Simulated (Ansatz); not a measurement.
Results of r²SCAN (Ansatz, an electronic-structure program, plane waves, PAW) for Mo (model structure, started from the simple cubic type, Pm-3m, No. 221, 1 atom in the cell).

Input file:

Ansatz 0.2 input:
```yaml
crystal:
  lattice:
    - [2.6042364427, 0.0, 0.0]
    - [0.0, 2.6042364427, 0.0]
    - [0.0, 0.0, 2.6042364427]
  atoms:
    - { symbol: Mo, position: [0.0, 0.0, 0.0] }
basis:
  ecutwfc: 560
  ecutrho_ratio: 4
  xc_grid: 3
kpoints:
  mp_grid: { grid: [22, 22, 22] }
hamiltonian:
  xc: r2scan
  dispersion: none
  pseudopotentials: { kind: paw }
scf:
  occupations: { method: fermi_dirac, width: 0.05 }
output:
  forces: false
  stress: true
  eigenvalues: true
relax:
  f_tol: 0.004
  escape_saddle: false
  max_steps: 80
```

From the output:

```
WARN output.stress: scf.convergence.dr2_threshold = 1e-7 eV (the SCF's general default) is looser than the 1e-10 eV advised for a printed stress (1e-10 eV for …
Relaxation: its limit of steps is 80 (relax.max_steps)
Crystal: 1 atoms, lattice volume = 17.662 Å³
Basis set: ecut = 560 eV, 515 PW (Γ), exchange–correlation on 72×72×72 points (27 copies of the dense FFT grid, shifted against one another)
Bands: 11, of which v1, the nominal top of the filled ones, is band 7 counted from 1 (6 counted from 0)
Symmetry: 48 space group operations
Space group: Pm-3m (ITA 221), of the structure as read, at distance tolerance 2.6e-5 Å
k-points: 364 of 10648
Functional: x = r2scan, c = r2scan; τ floored in thin density (d = 2e-4 eV/Å³)
SCF iter   1: F=—  HF=-4966.376591 eV  |F-HF|=—  |Δ(HF+E_count)|=         —  Δρ=1.06e-2  dr2=9.15e-3  dr2_τ=1.47e-2
SCF iter   2: F=—  HF=-4966.381306 eV  |F-HF|=—  |Δ(HF+E_count)|=   4.72e-3  Δρ=6.00e-3  dr2=2.44e-3  dr2_τ=1.74e-4
  ...
SCF 1 converged in 6 iterations: F = -4966.382165 eV  dr2 = 6.54e-10
relax step   1: F+E_penalty+E_count = -4966.38216471 eV  Δ(F+E_penalty+E_count) = +0.000e0 eV  max|allowed force component| = 0.000e0 eV/Å  Δτ_max = 0.0000 Å  (6 SCF iters, accepted)
Crystal: 1 atoms, lattice volume = 17.662 Å³
Initial density: handed on by an earlier stage of this run
SCF iter   1: F=—  HF=-4966.382165 eV  |F-HF|=—  |Δ(HF+E_count)|=         —  Δρ=2.86e-6  dr2=6.54e-10  dr2_τ=5.20e-10
SCF iter   2: F=-4966.382165 eV  HF=-4966.382165 eV  |F-HF|=5.93e-10  |Δ(HF+E_count)|=   1.21e-9  Δρ=1.65e-6  dr2=1.98e-10  dr2_τ=1.28e-11
SCF 2 converged in 2 iterations: F = -4966.382165 eV  dr2 = 1.98e-10
SCF converged after 2 iterations
Free energy (F): -4966.382165 eV
Internal energy: -4966.373214 eV  (E = F + TS)
E sigma→0 (E₀):  -4966.377689 eV
Fermi energy:    18.162477 eV
--- Forces (eV/Å), atoms counted from 1 ---
  atom   1  Mo    -0.00000000     0.00000000    -0.00000000
--- Stress (GPa, compression-positive) ---
       -3.767435      -0.000000       0.000000
        0.000000      -3.767435       0.000000
        0.000000       0.000000      -3.767435
  P = ⅓ Tr σ = -3.7674 GPa (-37.674 kbar)
```

The cell is one volume of an energy–volume scan, off the minimum.

The PAW data were made under PBE.

Note: the run has no spin polarisation, so it can have missed a magnetic state. Note: the relaxation could raise the start's symmetry but not lower it, so the cell can be a saddle point.

The result took very roughly 12 core-seconds.

A model structure was made by putting elements into a prototype or built by hand; it is no filed structure, need not be a known phase, and can be a saddle point held by its symmetry.
